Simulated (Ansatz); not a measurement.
An Ansatz (a quantum-chemistry and plane-wave program) input (PBE/PAW in Ansatz, spin-orbit coupling left out, earlier PAW set):

Ansatz 0.2 input:
```yaml
crystal:
  lattice:
    - [1.7729693676, -6.7825198285, 0]
    - [1.7729693676, 6.7825198285, 0]
    - [0, 0, 3.5489076643]
  atoms:
    - { symbol: Si, position: [0.9408388252, 0.0591611748, 0.75] }
    - { symbol: Si, position: [0.0591611748, 0.9408388252, 0.25] }
    - { symbol: Si, position: [0.2502792407, 0.7497207593, 0.75] }
    - { symbol: Si, position: [0.7497207593, 0.2502792407, 0.25] }
    - { symbol: Ti, position: [0.6032003434, 0.3967996566, 0.75] }
    - { symbol: Ti, position: [0.3967996566, 0.6032003434, 0.25] }
basis: { ecutwfc: 420, ecutrho_ratio: 4, xc_grid: 2, fft_grid_basis: typed }
kpoints: { mp_grid: { grid: [14, 14, 13] } }
hamiltonian:
  xc: pbe
  dispersion: none
  pseudopotentials: { azcp: { folder: ./paw }, kind: paw }
scf: { occupations: { method: fermi_dirac, width: 0.05 }, convergence: { dr2_threshold: 0.0000000006 } }
relax: { f_tol: 0.005, max_steps: 50 }
output: { forces: true, stress: true }
checkpoint: { write: state.ck, write_every: 1000 }
```

### Question
Which symmetry and how many k-points will the program report, and about how many plane waves at Γ?

### Answer
Space group Cmcm (ITA 63) with 8 operations, k-points 399 of 2548, and 1669 plane waves at Γ.

### Question
And the final pressure?

### Answer
1.36 GPa (compression positive).

The cells carry an imposed strain or load. Stability against distortions was not tested. All final runs are without spin polarisation. The cell was made from TiSi2 (space group Cmcm, No. 63) by this change: uniaxial strain ε_zz = −0.86 %.
